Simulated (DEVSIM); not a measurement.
Device: abrupt Si p-n junction, at 300 K.

Layer 1 from the left is Si, thickness (μm) 0.720, Na (cm⁻³) 1.5e16, τn (s) 1.8e-7, τp (s) 1.8e-7. Layer 2 from the left is Si, thickness (μm) 8.20, Nd (cm⁻³) 1.5e15, τn (s) 1.8e-7, τp (s) 1.8e-7.

Left contact: ohmic. Right contact: ohmic. Voltage is applied to the left contact. Recombination: SRH at mid-gap, radiative. Mobility is μmin + (μ − μmin)/(1 + (N/Nref)^α).

This is a model device: material constants are rounded textbook-type values typed into the input, and sizes, dopings and lifetimes were drawn at random. Values at 300 K.

Si: gap (eV) 1.124, affinity (eV) 4.05, permittivity 11.7, Nc (cm⁻³) 2.86e19, Nv (cm⁻³) 3.1e19, μn (cm²/Vs) 1417, μp (cm²/Vs) 470, μn,min 52, μp,min 45, Nref,n 9.7e16, Nref,p 2.2e17, αn 0.68, αp 0.72, B (cm³/s) 4.7e-15.

Estimate by hand the built-in potential, the peak field at zero bias, the capacitance at -1.5 V, and compare with a numerical solution.


- Built-in potential: ni = √(Nc Nv) exp(−Eg/2kT) = 1.08e10 cm⁻³ with Eg = 1.124 eV; Vbi = kT/q ln(Na Nd/ni²) = 0.672 V; numerical 0.672 V.
- Peak field at zero bias: depletion approximation: W = √(2εVbi/(qN)) = 0.798 μm with N = 1.36e15 cm⁻³; field = 2Vbi/W = 16800 V/cm; numerical 16300 V/cm (estimate above by 3.1 %).
- Capacitance at -1.5 V: C = √(qεN / 2(Vbi + |V|)) = 7.22 nF/cm²; numerical 7.31 nF/cm² (estimate below by 1.2 %).

DEVSIM, 1D drift-diffusion, Boltzmann statistics, complete ionisation; no tunnelling, impact ionisation, image-force lowering or self-heating.
